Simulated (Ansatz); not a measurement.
Ca: stress against strain

Ca (fcc, Fm-3m, 40.599 Å³/atom at rest) under an equal strain ε in the (111) plane with the normal axis free, as in a coherent film. PBEsol in Ansatz, a plane-wave DFT program (PAW, default set), 420 eV, 21×21×21 Γ-centred mesh, Fermi-Dirac smearing 0.10 eV; ions are relaxed within the symmetry of each cell. Stress is positive for a compressed cell.

Here s stands for strain and y for stress xx.

```csv
strain (%),stress xx (GPa)
-1.25,0.59
-0.83,0.39
-0.42,0.19
0.00,0.01
0.42,-0.18
0.83,-0.35
1.25,-0.52
2.50,?
```

Q: Fit y against s with a straight line, and predict the withheld value at s = 2.50.

A: Means: s 0, y 0.019. About the means, the sum of products is -2.1571 and the sum of squares of s is 4.8556; the slope is their ratio. Least squares gives y = 0.019 - 0.4442·s. Residuals (row less fit): 0.016, 0.002, -0.016, -0.009, -0.012, 0.000, 0.016; standard error 0.014 (degrees of freedom: 5). The slope gives the biaxial elastic modulus of this plane = 44 ± 0.6 GPa. At the withheld row, y = 0.019 - 0.4442 × 2.50 = -1.092 GPa. The calculation gives -0.99 GPa, 0.102 GPa above the prediction (6.5 % of the range of y in the table). The row lies outside the fitted rows, so this is an extrapolation. From the scatter of the fitted rows alone, a prediction at this place has a standard error of 0.022 GPa, so the miss is 4.6 times that.

One order more, fitted to all 13 runs of the series, follows each within 0.01, so the miss is the next term of a smooth law. In a metal these values are sensitive to mesh and smearing; energies are taken to zero smearing, stresses follow the free energy. Rows are the converged runs of the series near zero and its far end; series whose fitted rows scatter by over a few per cent of the range, as at a crossing or softening among them, aren't shown in this form. Most that stay on the fit to the last digits aren't either.
